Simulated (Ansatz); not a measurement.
## HfSi (model structure, started from the CsCl type, Pm-3m, No. 221, 2 atoms in the cell): equilibrium lattice constant a by level of theory

No measured value is used here.

Task: Put these levels in order of the equilibrium lattice constant a that they give for HfSi (model structure, started from the CsCl type, Pm-3m, No. 221, 2 atoms in the cell), smallest first: LDA (Ansatz, a program for electronic structure), PBE (Ansatz), PBE-D3(BJ) (Ansatz).

Result: LDA (3.222 Å), PBE-D3(BJ) (3.250 Å), PBE (3.287 Å)

Density-functional levels without +SOC have no spin–orbit coupling. Ansatz's density-functional and Hartree–Fock values are scalar-relativistic unless marked +SOC, with PAW data made under PBE.

A model structure was made by putting elements into a prototype or built by hand; it is no filed structure, need not be a known phase, and can be a saddle point held by its symmetry.
